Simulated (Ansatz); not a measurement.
Defect migration in amorphous In10Ga10Zn10O40 (a melt-quenched model of 70 atoms): interstitial Cu, charge state +1. The step: several atoms move together, Cu the farthest; the atom moves 2.63 Å along (0.26, 0.04, 0.09) of the unit cell; the moving atom starts with neighbours 2 O at 1.86, O at 2.20 Å and ends with O at 1.82, O at 1.85 Å. DFT values are from Ansatz (plane-wave PAW, 420 eV unless said) in a cell of 70 host sites, spin-restricted, static, with no finite-size correction. The charge state is imposed; whether it is stable for some Fermi level was not computed. Sites that were not tried may lie lower. At one site or more, about 1.5 electron(s) of the cell lie at energies of the host's conduction band, so they may not be on the defect. The order of the sites in energy changes with the mesh. For the PBE band: the saddle point's order was not checked.

```json
[
 {"Level": "CHGNet universal potential (has no charge state), its own band", "Forward barrier (eV)": "1.01", "Cost of the band or of the saddle's single point": "-"},
 {"Level": "PBE, the Γ point alone, band relaxed", "Forward barrier (eV)": "1.73", "Cost of the band or of the saddle's single point": "about 70 core-minutes (a rough figure)"},
 {"Level": "PBE, a 2×2×2 k-point mesh shifted by half a step, same geometries", "Forward barrier (eV)": "1.38", "Cost of the band or of the saddle's single point": "very roughly 5 core-minutes"},
 {"Level": "r2SCAN at 500 eV, the Γ point alone, same geometries", "Forward barrier (eV)": "1.56", "Cost of the band or of the saddle's single point": "very roughly 2.0 core-minutes"}
]
```

Ansatz is a first-principles code.
